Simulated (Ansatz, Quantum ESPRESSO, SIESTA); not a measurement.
# Code comparison for SrMg6B (Amm2, 8 atoms in the cell)

Self-consistent single point.

```
CELL_PARAMETERS angstrom
      4.66552     0.00000     0.00000
      0.00000     2.94037     7.01529
      0.00000    -2.94037     7.01529
ATOMIC_POSITIONS crystal
  Sr 0.50000 0.20101 0.20101
  Mg 0.50000 0.69876 0.19160
  Mg 0.50000 0.19160 0.69876
  Mg 0.00000 0.81340 0.34840
  Mg 0.00000 0.34840 0.81340
  Mg 0.00000 0.36775 0.36775
  Mg 0.00000 0.79661 0.79661
  B  0.50000 0.58248 0.58248
```

Shared settings, as Ansatz (a quantum-chemistry and plane-wave program) writes them: kpoints.mp_grid.grid = 4 3 3; magnetization.spin_orbit = true; scf.occupations.method = fermi_dirac; scf.occupations.width = 0.01 Ry. Potentials and cutoffs stand in the table.

```tsv
code	model	pressure (GPa)	largest force (eV/Å)	cutoff
Ansatz	PBEsol with spin-orbit coupling, PAW files made with PBE	-0.83	0.115	default
Quantum ESPRESSO	PBEsol, spin-orbit coupling, PseudoDojo fully relativistic norm-conserving (PBESOL) pseudopotentials	-0.79	0.123	85 Ry
SIESTA	GGA PBEsol with spin-orbit coupling, numerical atomic orbitals DZP, PseudoDojo PBEsol fully relativistic norm-conserving potentials (rewritten from UPF to PSML)	–	0.331	grid 300 Ry
```

Size of the force on each atom (eV/Å): Sizes of forces hide their directions.

```json
[
 {"code": "Ansatz", "Sr1": "0.017", "Mg2": "0.070", "Mg3": "0.070", "Mg4": "0.047", "Mg5": "0.047", "Mg6": "0.001", "Mg7": "0.047", "B8": "0.115"},
 {"code": "Quantum ESPRESSO", "Sr1": "0.015", "Mg2": "0.078", "Mg3": "0.078", "Mg4": "0.049", "Mg5": "0.049", "Mg6": "0.007", "Mg7": "0.047", "B8": "0.123"},
 {"code": "SIESTA", "Sr1": "0.115", "Mg2": "0.272", "Mg3": "0.272", "Mg4": "0.280", "Mg5": "0.280", "Mg6": "0.287", "Mg7": "0.092", "B8": "0.331"}
]
```

A dash marks a value that a program does not give, or that is left out as unsure.

The spread over the programs that give each value: pressure within 0.04 GPa; largest force within 0.216 eV/Å.

SIESTA uses small atom-centred bases, whose incompleteness enters pressures, forces and empty levels differently from a plane-wave cutoff. Ansatz's pressure is given at a fixed set of plane waves, as the other plane-wave codes print theirs. In the force vectors, SIESTA (by 0.291) lies more than 0.08 eV/Å from the median of the plane-wave programs.

The shared mesh is coarse (it stands for a supercell whose shortest vector is 18 Å), so the values are not converged in it.

The starting cell comes from a database of computed structures (which also holds hypothetical and non-ambient phases and stackings), without a prior relaxation at this level.

Keys are those of Ansatz 0.2.
